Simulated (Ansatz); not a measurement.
One S atom on a Si site, 5x5x5 cubic cells, neutral, without spin. Cell 27.35 × 27.35 × 27.35 Å, Si999S, 1000 atoms. 

Basis: localised support functions (accuracy medium) on a full density matrix. k-points: zone centre alone; occupations: Fermi-Dirac, 0.0050 eV; spin polarisation not allowed. Spin-orbit coupling is left out.

### Question
What gap and bonding does PBE, support functions at accuracy medium on the grid of 420 eV run with Ansatz (an electronic-structure program) give?

### Answer

- Kohn-Sham gap of the cell on its k-mesh: 0.18 eV
- weight of the highest filled level on the dopant (17 atoms): 0.43
- weight of the lowest empty level on the dopant (17 atoms): 0.04
- coordination (neighbours within 2.842 Å): 100.0 % 4-fold
- S-Si bonds, mean ± spread: 2.476 ± 0.003 Å
- Si-Si bonds, mean ± spread: 2.368 ± 0.002 Å
- bond angles, mean ± spread: 109.5° ± 0.3°
- pressure: 0.02 GPa
